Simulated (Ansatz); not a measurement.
**MgO, response to strain**

Consider MgO in the rock salt structure (space group Fm-3m, No. 225; a = 4.159 Å). Axes: x, y, z lie along the cube axes.

Strains are applied to the cell and any free atomic positions relax; under biaxial strain the out-of-plane vector relaxes too.

Calculations: LDA in Ansatz (plane waves to 420 eV, PAW, no SOC).

Candidates:
(a) biaxial strain +1.67 %, plane normal [111], relaxed out of plane
(b) biaxial strain −1.25 %, plane normal [111], relaxed out of plane
(c) biaxial strain +1.25 %, plane normal [111], relaxed out of plane
(d) biaxial strain +0.83 %, plane normal [111], relaxed out of plane
(e) biaxial strain −0.42 %, plane normal [111], relaxed out of plane

For the base:

- Band gap = 5.03 eV

Order them by band gap, highest first.

(b) biaxial strain −1.25 %, plane normal [111], relaxed out of plane (5.19 eV), (e) biaxial strain −0.42 %, plane normal [111], relaxed out of plane (5.09 eV), (d) biaxial strain +0.83 %, plane normal [111], relaxed out of plane (4.84 eV), (c) biaxial strain +1.25 %, plane normal [111], relaxed out of plane (4.74 eV), (a) biaxial strain +1.67 %, plane normal [111], relaxed out of plane (4.64 eV)

Whether these cells are dynamically stable was not tested.

Ansatz is a first-principles code.
